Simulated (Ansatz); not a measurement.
Take Rb in the bcc (W type) structure (space group Im-3m, No. 229; a = 5.571 Å; relaxed with 0.1 eV smearing) as the base. Axes: x, y, z lie along the cube axes.

All numbers come from PBEsol (Ansatz, an electronic-structure program; PAW; 420 eV plane waves; no SOC).

For the base:

* **Pressure**: 0.0 GPa

It is then changed as follows: the cell is stretched by 2.50 % along z with no lateral relaxation; the atoms relax in the strained cell.

Task: What happens to the energy relative to the base?

Result: The energy grows by 0.5 meV/atom.

Task: Estimate the effect on the pressure.

Result: The pressure (mean of the normal stresses, compression positive) stays essentially unchanged (0.0 GPa against -0.1 GPa).

Stability against distortions was not tested. The final runs are not spin-polarised.
